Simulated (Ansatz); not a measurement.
Cost against accuracy: kpoints.mp_grid.grid for Cd3Ag (I4/mmm, 4 atoms in the cell)

```xyz
4
Lattice="-2.0827 2.0827 4.6390 2.0827 -2.0827 4.6390 2.0827 2.0827 -4.6390" Properties=species:S:1:pos:R:3 pbc="T T T"
Cd     0.0000     0.0000     4.6390
Cd     0.0000     2.0827     2.3195
Cd     2.0827     0.0000     2.3195
Ag     0.0000     0.0000     0.0000
```

Level of theory: PBE (plane waves, PAW; Ansatz, a first-principles code).

Base settings: basis.ecutwfc = 30.9 Ry; kpoints.mp_grid.grid = 9 9 9; hamiltonian.xc = pbe; hamiltonian.pseudopotentials = {kind: paw} (the program's default PAW files); scf.occupations.method = gaussian; scf.occupations.width = 0.01 Ry.

Misses are taken against the tightest run, 27 27 27, which need not be fully converged itself. The energy is the free energy per atom.

The count of work is k-points × plane waves × bands × iterations; it is no time, and leaves out set-up, grids and terms that scale otherwise. Core times come from one kind of shared machine and are given to one figure; runs under 30 s give none.

The starting cell was generated: these elements placed on a structure prototype, without a prior relaxation; it need not be a known phase or ordering of this composition. Ansatz's pressure includes its estimate of the finite-basis (Pulay) stress.

The runs (kpoints.mp_grid.grid): 1 1 1 | 2 2 2 | 3 3 3 | 4 4 4 | 5 5 5 | 6 6 6 | 8 8 8 | 9 9 9 | 11 11 11 | 12 12 12 | 15 15 15 | 18 18 18 | 22 22 22 | 27 27 27.

Task: Which is the coarsest setting among those run that, with all tighter ones, holds the energy within 10 meV/atom of the reference, and what does it save?

Result: 4 4 4, off by 8.6 meV/atom; it needs 0.0088 of the reference's count of work.

Task: Which is the coarsest setting among those run that, with all tighter ones, holds the energy within 1 meV/atom of the reference, and what does it save?

Result: 12 12 12, off by 0.31 meV/atom; it needs 0.11 of the reference's count of work. The coarser 5 5 5 also lies inside, but a setting between leaves the range again, so that is luck.

Task: What does the step from 4 4 4 to 9 9 9 buy?

Result: It takes the miss in the energy from 8.6 to 2.1 meV/atom, for 5.8 times the count of work.

```csv
kpoints.mp_grid.grid,energy less reference (meV/atom),pressure less reference (GPa),count of work / reference,core time / reference (rough)
1 1 1,2340.26,19.78,0.00087,–
2 2 2,-66.17,-1.93,0.0027,–
3 3 3,-61.87,0.12,0.0035,–
4 4 4,-8.62,0.13,0.0088,–
5 5 5,0.88,0.01,0.012,–
6 6 6,5.42,0.02,0.020,–
8 8 8,-0.36,-0.07,0.034,–
9 9 9,-2.05,-0.03,0.051,–
11 11 11,1.83,0.02,0.073,–
12 12 12,0.31,-0.02,0.11,–
15 15 15,0.26,-0.01,0.20,0.2
18 18 18,-0.14,-0.01,0.33,0.3
22 22 22,0.03,0.00,0.57,0.6
27 27 27,0.00,0.00,1.0,1
```

Keys are those of Ansatz 0.2.
